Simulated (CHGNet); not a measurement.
**C11b MoSi2**

The numbers are results of the machine-learned potential CHGNet-r²SCAN (trained on r²SCAN data), not measurements.

Cell: relaxed at this level.

```
Property              Value
------------------  -------
lattice constant a  3.198 Å
c axis length       7.838 Å
```

Measured, for comparison: lattice constant a 3.205 Å, lattice parameter c 7.845 Å (temperature not stated, no zero-point or thermal correction; as tabulated in Pavlosiuk et al. (2022), arXiv:2202.05362). Computed (rounded) less measured: lattice constant a -0.2 %, lattice parameter c -0.1 %.

A machine-learned potential is trained on density-functional data: it inherits that level's misses and adds fitting errors of its own.

Note: the model gives imaginary modes for this phase (in the spectrum interpolated from a supercell); the model's elastic tensor is not positive definite here.
